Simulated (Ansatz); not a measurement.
Consider Cu₃Au in the Cu3Au type structure (space group Pm-3m, No. 221; a = 3.713 Å).

Structures relaxed with Kohn–Sham DFT with the PBEsol functional, run in Ansatz (a program for electronic structure) with PAW and 420 eV plane waves, no SOC.

Base:

Simulated powder pattern, Cu Kα1, λ = 1.54056 Å (kinematic, ideal powder, no thermal factors, no anomalous dispersion; the 8 strongest lines at most, above 2 %, up to 2θ = 90°):

```tsv
2θ (°)	I/Imax (%)	hkl
23.94	32	(100)
34.12	27	(110)
42.11	100	(111)
49.02	48	(200)
55.27	15	(210)
61.07	11	(211)
71.85	29	(220)
86.94	36	(311)
```

One thing is altered: Ga takes the place of Cu on all its sites, then cell and atoms are relaxed.

Predict the new powder pattern.


Simulated powder pattern, Cu Kα1, λ = 1.54056 Å (kinematic, ideal powder, no thermal factors, no anomalous dispersion; the 8 strongest lines at most, above 2 %, up to 2θ = 90°):

| 2θ (°) | I/Imax (%) | hkl |
|---|---|---|
| 21.62 | 27 | (100) |
| 30.76 | 23 | (110) |
| 37.91 | 100 | (111) |
| 44.06 | 49 | (200) |
| 49.59 | 13 | (210) |
| 64.07 | 32 | (220) |
| 76.92 | 37 | (311) |
| 81.03 | 11 | (222) |

The indices refer to each structure's own conventional cell; one index is shown for lines that coincide.

No phonon test of stability was made. As relaxed here, Ga3Au is a hypothetical phase, not in the database extracts checked. All final runs are without spin polarisation.
